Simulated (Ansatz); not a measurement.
Several settings converged on BaAl₂ (R3m, 6 atoms in the cell)

```
CELL_PARAMETERS angstrom
      0.00000     4.24374     4.24374
      4.24374     0.00000     4.24374
      4.24374     4.24374     0.00000
ATOMIC_POSITIONS crystal
  Ba 0.50340 0.50340 0.50340
  Ba 0.75000 0.75000 0.75000
  Al 0.12500 0.12500 0.12500
  Al 0.62500 0.12500 0.12500
  Al 0.12500 0.12500 0.62500
  Al 0.12500 0.62500 0.12500
```

Base method: PBEsol, default PAW files made with PBE (plane waves; Ansatz, a quantum-chemistry and plane-wave program).

Base settings: basis.ecutwfc = 30.9 Ry; kpoints.mp_grid.grid = 6 6 6; hamiltonian.xc = pbesol; hamiltonian.pseudopotentials = {kind: paw} (the program's default PAW files); scf.occupations.method = gaussian; scf.occupations.width = 0.0073 Ry.

The count of work is k-points × plane waves × bands × iterations; it is no time. Core times come from one kind of shared machine, to one figure; runs under 30 s give none.

**The cutoff for other potential files**

Level: DFT, PBEsol, plane waves, harder PAW files (source: ansatz) made with PBE.

In this ladder: hamiltonian.pseudopotentials = {kind: paw, source: ansatz}.

The second cell is the first with its lattice scaled by 0.98.

The mesh stays at the base's, so the ladder's end is converged at best in this setting alone.

The first pressure column holds Ansatz's estimate of the finite-basis (Pulay) stress, which hides part of the cutoff error; the other is without it.

Only quantities that move along the ladder and can be compared are tabulated.

| basis.ecutwfc | free energy less the last step's (meV/atom) | energy of the compressed cell less the first (meV/atom) | pressure (GPa) | pressure without the Pulay estimate (GPa) | count of work / last | core time / last (rough) |
|---|---|---|---|---|---|---|
| 29.8 Ry | 2452.78 | -6.49 | -1.83 | -83.90 | 0.091 | – |
| 36.4 Ry | 392.89 | -0.84 | -1.63 | -18.95 | 0.15 | – |
| 46.3 Ry | 15.65 | -1.82 | -1.54 | -2.68 | 0.21 | – |
| 56.2 Ry | 0.49 | -1.92 | -1.53 | -1.55 | 0.28 | 0.3 |
| 66.1 Ry | 0.33 | -1.92 | -1.53 | -1.54 | 0.35 | 0.3 |
| 79.4 Ry | 0.19 | -1.93 | -1.53 | -1.53 | 0.47 | 0.5 |
| 99.2 Ry | 0.06 | -1.93 | -1.53 | -1.54 | 0.65 | 0.6 |
| 132.3 Ry | 0.00 | -1.93 | -1.53 | -1.54 | 1.0 | 1 |

Coarsest basis.ecutwfc that holds the pressure without the Pulay estimate within 0.2 GPa of the last step, with all finer ones: 56.2 Ry, at 0.28 of the last step's count of work and about 0.3 of the last step's time; the step before is off by 1.1 GPa.

Coarsest basis.ecutwfc that holds the free energy within 5 meV/atom of the last step, with all finer ones: 56.2 Ry, at 0.28 of the last step's count of work and about 0.3 of the last step's time; the step before is off by 16 meV/atom.

Coarsest basis.ecutwfc that holds the pressure within 0.05 GPa of the last step, with all finer ones: 46.3 Ry, at 0.21 of the last step's count of work; the step before is off by 0.10 GPa.

The energy difference between the two cells stays within 1 meV/atom of the last step's from 46.3 Ry on, the total only from 56.2 Ry on: much of the error is common to both cells and cancels.

At the lowest cutoff the pressure without the Pulay estimate lies 82.4 GPa under the last step's, the usual sign of Pulay stress in an incomplete plane-wave basis.

**The relaxed cell against the cutoff**

On BaAl2 (Fd-3m, 6 atoms in the cell): atoms on their sites.

In this ladder: relax = cell and atoms.

The mesh stays at the base's, so the ladder's end is converged at best in this setting alone.

Only quantities that move along the ladder and can be compared are tabulated.

```tsv
basis.ecutwfc	relaxed volume (Å³/atom)	relaxation steps
15.4 Ry	25.370	3
18.4 Ry	24.785	6
21.7 Ry	24.664	6
26.1 Ry	24.597	6
30.9 Ry	24.601	4
37.1 Ry	24.596	4
46.3 Ry	24.597	4
61.7 Ry	24.596	4
```

Coarsest basis.ecutwfc that holds the relaxed volume within 0.049 Å³/atom of the last step, with all finer ones: 26.1 Ry; the step before is off by 0.068 Å³/atom.

At the lowest cutoff the cell relaxes to a volume 3.1 % larger than at the highest. Ansatz relaxes on a stress corrected for the finite basis.

On the base run: the starting cell comes from a database of computed structures (which also holds hypothetical and non-ambient phases and stackings), without a prior relaxation at this level. Its lattice was rescaled by up to half a per cent. One atom was moved a little off its site on purpose.

Keys are those of Ansatz 0.2.
